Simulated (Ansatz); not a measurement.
Defect: As-vacancy pair (As on one host Si site, one Si site vacant) in silicon, charge state +1. The step: direct exchange of As with the vacancy (As-vacancy distance between ideal sites 2.37 Å throughout); the atom moves 1.89 Å along (0.20, 0.20, 0.20) of the unit cell; the moving atom starts with neighbours 3 Si at 2.44 Å and ends with 3 Si at 2.44 Å. DFT values are from Ansatz (plane-wave PAW, 420 eV unless said) in a cell of 216 host sites, spin-restricted, static, with no finite-size correction. The charge state is imposed; whether it is stable for some Fermi level was not computed. Forms of the defect that were not tried may lie lower. For the PBE band: the program found a first-order saddle point.

| Level | Forward barrier (eV) | Cost of the band or of the saddle's single point |
|---|---|---|
| PBE, one k-point at (0.250, 0.250, 0.250), band relaxed | 0.76 | very roughly 4 core-hours |
| PBE, a 2×2×2 k-point mesh shifted by half a step, same geometries | 0.84 | very roughly 20 core-minutes |
| r2SCAN at 500 eV, one k-point at (0.250, 0.250, 0.250), same geometries | (withheld) | roughly 11 core-minutes |

Q: Some entries are withheld; supply them.

A: 
- r2SCAN at 500 eV, one k-point at (0.250, 0.250, 0.250), same geometries, Forward barrier (eV): 1.12

Ansatz is a program for electronic structure.
